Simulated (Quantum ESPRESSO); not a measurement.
Worked example: self-consistent single point of TcN (P4_2/mmc, 4 atoms in the cell) in Quantum ESPRESSO.

Method: PBEsol, PseudoDojo standard norm-conserving (PBESOL) pseudopotentials (plane waves; Quantum ESPRESSO).

The change in words: lattice scaled by 0.98. Reference geometry:
```xyz
4
Lattice="2.6615 0.0000 0.0000 0.0000 2.6615 0.0000 0.0000 0.0000 6.0218" Properties=species:S:1:pos:R:3 pbc="T T T"
Tc     1.3307     0.0000     3.0109
Tc     0.0000     1.3307     0.0000
N      0.0000     0.0000     4.5164
N      0.0000     0.0000     1.5055
```

Reference input (self-consistent single point, DFT, PBEsol, plane waves, PseudoDojo standard norm-conserving (PBESOL) pseudopotentials): ecutwfc = 85 Ry; occupations = smearing; smearing = fermi-dirac; degauss = 0.0073499 Ry; potentials = {Tc: Tc.upf, N: N.upf}; K_POINTS = automatic 8 8 4 0 0 0; conv_thr = 1e-10 Ry; mixing_beta = 0.3. This run's input differs from it in these lines:

```diff
@@ -33,5 +33,5 @@
 CELL_PARAMETERS bohr
-   5.0294796245     0.0000000000     0.0000000000
-   0.0000000000     5.0294796245     0.0000000000
-   0.0000000000     0.0000000000    11.3796378149
+   4.9288895029     0.0000000000     0.0000000000
+   0.0000000000     4.9288895029     0.0000000000
+   0.0000000000     0.0000000000    11.1520448697
```

The program printed (abridged):

```
     Self-consistent Calculation

     iteration #  1     ecut=    85.00 Ry     beta= 0.30

---- Real-time Memory Report at c_bands before calling an iterative solver
           113 MiB given to the printing process from OS
            81 MiB allocation reported by mallinfo(arena+hblkhd)
------------------

     total energy              =    -380.32674637 Ry
     estimated scf accuracy    <       0.90903172 Ry

     iteration #  2     ecut=    85.00 Ry     beta= 0.30

---- Real-time Memory Report at c_bands before calling an iterative solver
           123 MiB given to the printing process from OS
   [... lines left out ...]

---- Real-time Memory Report at c_bands before calling an iterative solver
           129 MiB given to the printing process from OS
            99 MiB allocation reported by mallinfo(arena+hblkhd)
------------------

     total energy              =    -380.54140318 Ry
     estimated scf accuracy    <          5.7E-10 Ry

     iteration # 12     ecut=    85.00 Ry     beta= 0.30

---- Real-time Memory Report at c_bands before calling an iterative solver
           129 MiB given to the printing process from OS
            99 MiB allocation reported by mallinfo(arena+hblkhd)
------------------
     End of self-consistent calculation

     the Fermi energy is    19.6295 ev

!    total energy              =    -380.54140318 Ry
     estimated scf accuracy    <          2.1E-11 Ry
     smearing contrib. (-TS)   =      -0.00715452 Ry
     internal energy E=F+TS    =    -380.53424866 Ry

     convergence has been achieved in  12 iterations

     Forces acting on atoms (cartesian axes, Ry/au):

     atom    1 type  1   force =     0.00000000    0.00000000    0.00000000
   [... zero for the other atoms too ...]

     Total force =     0.000000     Total SCF correction =     0.000000

          total   stress  (Ry/bohr**3)                   (kbar)     P=      310.15
   0.00180112   0.00000000   0.00000000          264.95        0.00        0.00
   0.00000000   0.00180112   0.00000000            0.00      264.95        0.00
   0.00000000   0.00000000   0.00272290            0.00        0.00      400.55

   JOB DONE.
```

The run converged in 12 iterations. Against the reference run the free energy goes up by 71.1 meV/atom and the pressure goes from 6.55 to 31.02 GPa.

The starting cell comes from a database of computed structures (which also holds hypothetical and non-ambient phases and stackings), without a prior relaxation at this level. Its lattice was rescaled by a random factor within 2.5 % of one. For this run, on top of that: lattice scaled by 0.98. Spin polarisation is off. With a pressure of about 31 GPa the cell is away from its equilibrium volume at this level.

Cost on one core of a shared machine: roughly 30 s.
